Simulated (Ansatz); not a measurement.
AlB2-type HfB2 was calculated with Hartree–Fock (plane waves, PAW; Ansatz, a first-principles code).

Run with plane-wave cutoff 460 eV, 12×12×8 k mesh (along the axes of the cell as run), Fermi–Dirac smearing 0.05 eV, scalar-relativistic PAW data made under PBE.

Computed at the level's own relaxed cell.

Q: Estimate the equilibrium lattice constant a and lattice parameter c that the calculation returns.

A: 
- equilibrium lattice constant a = 3.175 Å
- lattice parameter c = 3.577 Å

Measured, for comparison: lattice constant a 3.14 Å, lattice parameter c 3.48 Å (temperature not stated, copied from a table, unchecked, no zero-point or thermal correction; as tabulated in Journal of Nuclear Materials 21, 14 (1967)). Computed (rounded) less measured: lattice constant a not scored (unchecked), lattice parameter c not scored (unchecked).

Spin–orbit coupling is not included.

Computed values are for the static lattice.
